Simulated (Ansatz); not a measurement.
**La2CuSbS5 (Ima2, No. 46; cell taken from a computed entry)**

All values below come from PBEsol (plane waves, PAW; Ansatz, a quantum-chemistry and plane-wave program).

Settings: plane-wave cutoff 520 eV, 6×6×6 k mesh, Fermi–Dirac smearing 0.01 eV, no spin polarisation, scalar-relativistic PAW data made under PBE.

Cell: relaxed with PBEsol: a = 13.1180 Å, b = 7.4545 Å, c = 7.5620 Å, α = β = γ = 90.00°.

band gap: 1.35 eV
smallest direct gap on the k points sampled: 1.49 eV
Γ–Γ gap: 1.59 eV

Note: this cell isn't known to be the ambient phase, and symmetry holds it in the calculation.

Spin–orbit coupling is not included.

The result took around 13 core-minutes (rough).
